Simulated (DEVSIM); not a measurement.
Structure: abrupt InP p-n junction, at 300 K.

Layer 1 from the left is InP, thickness (μm) 0.650, Na (cm⁻³) 2.8e17, τn (s) 3.3e-8, τp (s) 3.3e-8. Layer 2 from the left is InP, thickness (μm) 4.50, Nd (cm⁻³) 7.2e14, τn (s) 3.3e-8, τp (s) 3.3e-8.

Left contact: ohmic. Right contact: ohmic. Voltage is applied to the left contact. Recombination: SRH at mid-gap, radiative, Auger. Mobility is constant in doping.

Constants are typed, rounded textbook-type inputs, not results; the design itself was drawn at random and stands for no fabricated device. Values at 300 K.

InP: gap (eV) 1.344, affinity (eV) 4.38, permittivity 12.5, Nc (cm⁻³) 5.7e17, Nv (cm⁻³) 1.1e19, μn (cm²/Vs) 5200, μp (cm²/Vs) 170, B (cm³/s) 1.2e-10, Cn (cm⁶/s) 9e-31, Cp (cm⁶/s) 9e-31.

Estimate by hand the built-in potential, the peak field at zero bias, the capacitance at -0.6 V, and compare with a numerical solution.


- Built-in potential: ni = √(Nc Nv) exp(−Eg/2kT) = 1.29e7 cm⁻³ with Eg = 1.344 eV; Vbi = kT/q ln(Na Nd/ni²) = 1.077 V; numerical 1.077 V.
- Peak field at zero bias: depletion approximation: W = √(2εVbi/(qN)) = 1.44 μm with N = 7.18e14 cm⁻³; field = 2Vbi/W = 15000 V/cm; numerical 30200 V/cm (estimate below by 50 %).
- Capacitance at -0.6 V: C = √(qεN / 2(Vbi + |V|)) = 6.16 nF/cm²; numerical 6.34 nF/cm² (estimate below by 2.8 %).

DEVSIM, 1D drift-diffusion, Boltzmann statistics, complete ionisation; no tunnelling, impact ionisation, image-force lowering or self-heating.
